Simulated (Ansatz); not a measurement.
## GeS (model structure, started from the 6H type, P6₃mc, No. 186, 12 atoms in the cell)

Method: LDA (Ansatz, a first-principles code, plane waves, PAW).

Settings: plane-wave cutoff 520 eV, 18×18×4 k mesh (along the axes of the cell as run), Fermi–Dirac smearing 0.05 eV, scalar-relativistic PAW data made under PBE.

Cell (relaxed with PBEsol):

```cif
data_Ge6S6
_chemical_formula_sum 'Ge6 S6'
_space_group_name_H-M_alt 'P 1'
_space_group_IT_number 1
_cell_length_a 4.54405
_cell_length_b 4.54405
_cell_length_c 15.28914
_cell_angle_alpha 90.000
_cell_angle_beta 90.000
_cell_angle_gamma 120.000
loop_
_space_group_symop_operation_xyz
  'x, y, z'
loop_
_atom_site_label
_atom_site_type_symbol
_atom_site_fract_x
_atom_site_fract_y
_atom_site_fract_z
_atom_site_occupancy
Ge1 Ge 0.00000 0.00000 0.01960 1
Ge2 Ge 0.00000 0.00000 0.51960 1
Ge3 Ge 0.66667 0.33333 0.84391 1
Ge4 Ge 0.33333 0.66667 0.34391 1
Ge5 Ge 0.66667 0.33333 0.18655 1
Ge6 Ge 0.33333 0.66667 0.68655 1
S1 S 0.00000 0.00000 0.85979 1
S2 S 0.00000 0.00000 0.35979 1
S3 S 0.66667 0.33333 0.68440 1
S4 S 0.33333 0.66667 0.18440 1
S5 S 0.66667 0.33333 0.02945 1
S6 S 0.33333 0.66667 0.52945 1
```

For GeS (model structure, started from the 6H type, P6₃mc, No. 186, 12 atoms in the cell), the band gap is 0.60 eV (on the SCF k mesh). The direct gap at Γ comes out as 1.76 eV.

Note: the relaxation could raise the start's symmetry but not lower it, so the cell can be a saddle point; cell and atoms aren't relaxed at this level (pressure -1.5 GPa).

Spin–orbit coupling is not included.

Computed values are for the static lattice.

A model structure was made by putting elements into a prototype or built by hand; it is no filed structure, need not be a known phase, and can be a saddle point held by its symmetry.
